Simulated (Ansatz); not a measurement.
Results of LDA in Ansatz (plane waves, PAW) for ZnSe (model structure, started from the BeO type, P4₂/mnm, No. 136, 8 atoms in the cell).

The run printed, among other lines:

```
Crystal: 8 atoms, lattice volume = 188.316 Å³
Basis set: ecut = 520 eV, 5083 PW (Γ), exchange–correlation on 108×108×60 points (8 copies of the dense FFT grid, shifted against one another)
Bands: 68, of which v1, the nominal top of the filled ones, is band 56 counted from 1 (55 counted from 0)
Symmetry: 16 space group operations
Space group: P42/mnm (ITA 136), of the structure as read, at distance tolerance 5.7e-5 Å
k-points: 50 of 288
Functional: x = slater, c = lda
SCF iter   1: F=—  HF=-34522.897274 eV  |F-HF|=—  |Δ(HF+E_count)|=         —  Δρ=5.39e-3  dr2=3.25e-2
SCF iter   2: F=—  HF=-34522.888347 eV  |F-HF|=—  |Δ(HF+E_count)|=   8.93e-3  Δρ=2.50e-3  dr2=1.03e-2
  ...
SCF iter   8: F=—  HF=-34522.885889 eV  |F-HF|=—  |Δ(HF+E_count)|=   1.20e-8  Δρ=1.66e-6  dr2=6.79e-9
SCF iter   9: F=-34522.885889 eV  HF=-34522.885889 eV  |F-HF|=5.82e-11  |Δ(HF+E_count)|=   4.00e-9  Δρ=4.04e-7  dr2=4.12e-10
SCF 1 converged in 9 iterations: F = -34522.885889 eV  dr2 = 4.12e-10
SCF converged after 9 iterations
Free energy (F): -34522.885889 eV
Internal energy: -34522.885889 eV  (E = F + TS)
E sigma→0 (E₀):  -34522.885889 eV
Fermi energy:    6.624679 eV
--- Stress (GPa, compression-positive) ---
       -2.140200       0.000000       0.000000
        0.000000      -2.140200       0.000000
        0.000000       0.000000      -2.346791
  P = ⅓ Tr σ = -2.2091 GPa (-22.091 kbar)
```

### Question
Write an input file that could have produced this run (the log leaves some choices open).

### Answer
Several could match; the one computed here: 
Ansatz 0.2 input:
```yaml
crystal:
  lattice:
    - [6.8601684513, 0.0, 0.0]
    - [0.0, 6.8601684513, 0.0]
    - [0.0, 0.0, 4.0014481534]
  atoms:
    - { symbol: Zn, position: [0.3259246551, 0.6740753449, 0.0] }
    - { symbol: Zn, position: [0.6740753449, 0.3259246551, 0.0] }
    - { symbol: Zn, position: [0.8259246551, 0.8259246551, 0.5] }
    - { symbol: Zn, position: [0.1740753449, 0.1740753449, 0.5] }
    - { symbol: Se, position: [0.3138440088, 0.3138440088, 0.0] }
    - { symbol: Se, position: [0.6861559912, 0.6861559912, 0.0] }
    - { symbol: Se, position: [0.1861559912, 0.8138440088, 0.5] }
    - { symbol: Se, position: [0.8138440088, 0.1861559912, 0.5] }
basis:
  ecutwfc: 520
  ecutrho_ratio: 4
  xc_grid: 2
kpoints:
  mp_grid: { grid: [6, 6, 8] }
  band_path:
    path:
      - [0.0, 0.0, 0.0]
      - [0.0, 0.125, 0.0]
      - [0.0, 0.25, 0.0]
      - [0.0, 0.375, 0.0]
      - [0.0, 0.5, 0.0]
      - [0.125, 0.5, 0.0]
      - [0.25, 0.5, 0.0]
      - [0.375, 0.5, 0.0]
      - [0.5, 0.5, 0.0]
      - [0.416667, 0.416667, 0.0]
      - [0.333333, 0.333333, 0.0]
      - [0.25, 0.25, 0.0]
      - [0.166667, 0.166667, 0.0]
      - [0.083333, 0.083333, 0.0]
      - [0.0, 0.0, 0.071429]
      - [0.0, 0.0, 0.142857]
      - [0.0, 0.0, 0.214286]
      - [0.0, 0.0, 0.285714]
      - [0.0, 0.0, 0.357143]
      - [0.0, 0.0, 0.428571]
      - [0.0, 0.0, 0.5]
      - [0.0, 0.125, 0.5]
      - [0.0, 0.25, 0.5]
      - [0.0, 0.375, 0.5]
      - [0.0, 0.5, 0.5]
      - [0.125, 0.5, 0.5]
      - [0.25, 0.5, 0.5]
      - [0.375, 0.5, 0.5]
      - [0.5, 0.5, 0.5]
      - [0.416667, 0.416667, 0.5]
      - [0.333333, 0.333333, 0.5]
      - [0.25, 0.25, 0.5]
      - [0.166667, 0.166667, 0.5]
      - [0.083333, 0.083333, 0.5]
      - [0.0, 0.5, 0.071429]
      - [0.0, 0.5, 0.142857]
      - [0.0, 0.5, 0.214286]
      - [0.0, 0.5, 0.285714]
      - [0.0, 0.5, 0.357143]
      - [0.0, 0.5, 0.428571]
      - [0.5, 0.5, 0.071429]
      - [0.5, 0.5, 0.142857]
      - [0.5, 0.5, 0.214286]
      - [0.5, 0.5, 0.285714]
      - [0.5, 0.5, 0.357143]
      - [0.5, 0.5, 0.428571]
    npoints: 1
hamiltonian:
  xc: lda
  dispersion: none
  pseudopotentials: { kind: paw }
scf:
  occupations: { method: fermi_dirac, width: 0.01 }
  convergence: { dr2_threshold: 0.0000000008 }
output:
  forces: true
  stress: true
  eigenvalues: true
  write_bands: true
```

The PAW data were made under PBE.

Note: the relaxation could raise the start's symmetry but not lower it, so the cell can be a saddle point. Note: cell and atoms aren't relaxed at this level (pressure -2.2 GPa).

A model structure was made by putting elements into a prototype or built by hand; it is no filed structure, need not be a known phase, and can be a saddle point held by its symmetry.

Ansatz is a quantum-chemistry and plane-wave program.
